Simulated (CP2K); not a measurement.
Input and output of a self-consistent single point for TiAu (P1, 2 atoms in the cell) (CP2K).

Level of theory: PBEsol, GPW, DZVP-MOLOPT-SR-GTH basis, GTH-PBE potentials (GTH_POTENTIALS) run with CP2K.

```yaml
crystal:
  lattice:
    - [3.27894, 0.00000, 0.00000]
    - [0.00000, 3.27894, 0.00000]
    - [0.00000, 0.00000, 3.27894]
  atoms:
    - { symbol: Ti, position: [0.51059, 0.50454, 0.51151], spin: 1.0 }
    - { symbol: Au, position: [0.98941, 0.99546, 0.98849] }
```
(The spins are starting values, not results.)

Reference input (self-consistent single point, DFT LDA (Pade form), GPW, DZVP-MOLOPT-SR-GTH basis, GTH-PADE potentials (GTH_POTENTIALS)): UKS = T; CUTOFF = 600 Ry; REL_CUTOFF = 50 Ry; SMEAR/METHOD = FERMI_DIRAC; ELECTRONIC_TEMPERATURE = 1160.45 K; KPOINTS/SCHEME = MONKHORST-PACK 6 6 6; GAMMA_CENTERED = T; XC_FUNCTIONAL = PADE; Ti/BASIS_SET = DZVP-MOLOPT-SR-GTH-q12; Ti/POTENTIAL = GTH-PADE-q12; Au/BASIS_SET = DZVP-MOLOPT-SR-GTH-q11; Au/POTENTIAL = GTH-PADE-q11. This run's input differs from it in these lines:

```diff
@@ -45,3 +45,6 @@
     &XC
-      &XC_FUNCTIONAL PADE
+      &XC_FUNCTIONAL
+        &PBE
+          PARAMETRIZATION PBESOL
+        &END PBE
       &END XC_FUNCTIONAL
@@ -77,3 +80,3 @@
       BASIS_SET DZVP-MOLOPT-SR-GTH-q12
-      POTENTIAL GTH-PADE-q12
+      POTENTIAL GTH-PBE-q12
       MAGNETIZATION 1
@@ -82,3 +85,3 @@
       BASIS_SET DZVP-MOLOPT-SR-GTH-q11
-      POTENTIAL GTH-PADE-q11
+      POTENTIAL GTH-PBE-q11
     &END KIND
```

The program printed (abridged):

```
 SCF WAVEFUNCTION OPTIMIZATION

  Step     Update method      Time    Convergence         Total energy    Change
     1 NoMix/Diag. 0.20E+00      -     0.92137292       -91.4752574453 -9.15E+01
     2 Broy./Diag. 0.20E+00      -     0.09880336       -93.0822969335 -1.61E+00
     3 Broy./Diag. 0.20E+00      -     0.03127978       -92.8056551280  2.77E-01
     4 Broy./Diag. 0.20E+00      -     0.04461764       -91.8623475765  9.43E-01
     5 Broy./Diag. 0.20E+00      -     0.08298545       -91.3000089663  5.62E-01
     6 Broy./Diag. 0.20E+00      -     0.02997818       -91.2091311201  9.09E-02
   [... 73 lines left out ...]
    80 Broy./Diag. 0.20E+00      -     0.00000063       -91.3227295309  6.70E-06
    81 Broy./Diag. 0.20E+00      -     0.00000058       -91.3227267117  2.82E-06
    82 Broy./Diag. 0.20E+00      -     0.00000016       -91.3227270532 -3.42E-07
    83 Broy./Diag. 0.20E+00      -     0.00000010       -91.3227288499 -1.80E-06
  *** SCF run converged in    83 steps ***

  Overlap energy of the core charge distribution:               0.00000000001499
  Self energy of the core charge distribution:               -164.75241763992690
  Core Hamiltonian energy:                                     45.19723839074504
  Hartree energy:                                              40.62705521973967
  Exchange-correlation energy:                                -12.39150951929430
  Electronic entropic energy:                                  -0.00309530306571
  Fermi energy:                                                 0.39065215683100

  Total energy:                                               -91.32272884985694
  Total energy (extrapolated to T->0):                        -91.32118119832410

   [... lines left out ...]

 STRESS| Analytical stress tensor [bar]
 STRESS|                        x                   y                   z
 STRESS|      x       -3.47954019322E+04   1.28820863556E+03   3.24129602401E+03
 STRESS|      y        1.28820863556E+03  -3.41543857084E+04   1.39814689759E+03
 STRESS|      z        3.24129602401E+03   1.39814689759E+03  -3.49294952386E+04
 STRESS| 1/3 Trace                                            -3.46264276264E+04
```

The run converged in 83 iterations. Against the reference run the pressure goes from -8.60 to -3.46 GPa, the largest force goes from 0.222 to 0.257 eV/Å and the size of the net moment goes from 0.22 to 0.39 μB/atom.

The starting cell comes from a database of computed structures (which also holds hypothetical and non-ambient phases and stackings), without a prior relaxation at this level. Its atoms were displaced at random from the sites of space group no. 221. With one magnetic atom in the cell only a parallel order is possible. Values carry the incompleteness of an atom-centred basis. The potentials were made for another functional than the one used. With a pressure of about -3 GPa the cell is away from its equilibrium volume at this level.

Cost on one core of a shared machine: roughly 10 min.
